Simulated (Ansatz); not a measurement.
By PBEsol, the system below comes out a metal.

Without scattering a metal conducts by its projected Fermi surface.

Consider the following.

```yaml
crystal:
  lattice:
    - [3.83188, 0.00000, 0.00000]
    - [-1.91594, 3.31851, 0.00000]
    - [1.91594, 1.10617, 3.12872]
  atoms:
    - { symbol: Co, position: [0.00000, 0.00000, 0.00000] }
    - { symbol: Si, position: [0.50000, 0.25000, 0.25000] }
    - { symbol: Si, position: [0.50000, 0.75000, 0.75000] }
```

The cell is strained (all lengths scaled by 1.02); by PBEsol it stands under a pressure of -10.1 GPa.

The current flows along the normal of the first two printed cell vectors, the (111) plane of the conventional cell. No spin-orbit coupling; the value is a mean over 0.1 eV about the Fermi level.

Q: Estimate the ballistic conductance per area that PBEsol (Ansatz, a first-principles code) returns for this system.

A: 0.81 × 10¹⁵ S/m² for both spins.
